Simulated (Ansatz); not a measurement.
## InP: pressure series

Start from InP in the zinc blende structure (space group F-43m, No. 216).

```cif
data_In4P4
_chemical_formula_sum 'In4 P4'
_space_group_name_H-M_alt 'F-43m'
_space_group_IT_number 216
_space_group_name_Hall 'F -4 2 3'
_cell_length_a 5.87843
_cell_length_b 5.87843
_cell_length_c 5.87843
_cell_angle_alpha 90.000
_cell_angle_beta 90.000
_cell_angle_gamma 90.000
loop_
_atom_site_label
_atom_site_type_symbol
_atom_site_symmetry_multiplicity
_atom_site_Wyckoff_symbol
_atom_site_fract_x
_atom_site_fract_y
_atom_site_fract_z
_atom_site_occupancy
In1 In 4 a 0.00000 0.00000 0.00000 1
P1 P 4 d 0.75000 0.75000 0.75000 1
```
(The calculation used a cell of 2 atoms; values per cell refer to that cell.)

Cell and atoms are relaxed at each pressure.

Level of theory: Ansatz (a first-principles code), PBEsol, PAW, cutoff 420 eV, spin-orbit coupling left out.

Notes on the quantities. hole mass: degenerate bands, along [100].

```json
[
 {"variant": "base", "electron mass": "0.046 mₑ (at Γ)", "band gap": "0.57 eV", "hole mass": "0.045, 0.43, 0.43 mₑ (at Γ)", "gap character": "direct at Γ"},
 {"variant": "pressure −2 GPa", "electron mass": "0.033 mₑ (at Γ)", "band gap": "0.40 eV", "hole mass": "0.033, 0.45, 0.45 mₑ (at Γ)", "gap character": "direct at Γ"},
 {"variant": "pressure −1 GPa", "electron mass": "0.040 mₑ (at Γ)", "band gap": "0.49 eV", "hole mass": "0.039, 0.44, 0.44 mₑ (at Γ)", "gap character": "direct at Γ"},
 {"variant": "pressure 0.9 GPa", "electron mass": "0.051 mₑ (at Γ)", "band gap": "0.64 eV", "hole mass": "0.050, 0.42, 0.42 mₑ (at Γ)", "gap character": "direct at Γ"},
 {"variant": "pressure 2.1 GPa", "electron mass": "0.057 mₑ (at Γ)", "band gap": "0.73 eV", "hole mass": "0.056, 0.41, 0.41 mₑ (at Γ)", "gap character": "direct at Γ"},
 {"variant": "pressure 4.5 GPa", "electron mass": "0.067 mₑ (at Γ)", "band gap": "0.88 eV", "hole mass": "0.067, 0.40, 0.40 mₑ (at Γ)", "gap character": "direct at Γ"},
 {"variant": "pressure 9 GPa", "electron mass": "0.084 mₑ (at Γ)", "band gap": "1.13 eV", "hole mass": "0.083, 0.37, 0.37 mₑ (at Γ)", "gap character": "direct at Γ"},
 {"variant": "pressure 15 GPa", "electron mass": "1.9 mₑ along k, 0.24 mₑ across (at X)", "band gap": "1.34 eV", "hole mass": "0.099, 0.35, 0.35 mₑ (at Γ)", "gap character": "indirect, Γ → X"},
 {"variant": "pressure 22.5 GPa", "electron mass": "2.0 mₑ along k, 0.24 mₑ across (at X)", "band gap": "1.22 eV", "hole mass": "0.11, 0.32, 0.32 mₑ (at Γ)", "gap character": "indirect, Γ → X"},
 {"variant": "pressure 30 GPa", "electron mass": "2.0 mₑ along k, 0.23 mₑ across (at X)", "band gap": "1.11 eV", "hole mass": "0.13, 0.31, 0.31 mₑ (at Γ)", "gap character": "indirect, Γ → X"}
]
```

Load acts through the strain it causes; cell and atoms are relaxed under it. Effective masses come from finite differences of ±0.01 Å⁻¹. Along k means along the line from Γ to the band edge. Stability against distortions was not tested. Measured, InP leaves this structure (for rock salt) near 9.8 GPa (temperature not stated; as listed in Datta, Sujoy, Jana, Debnarayan, arXiv (2020)).
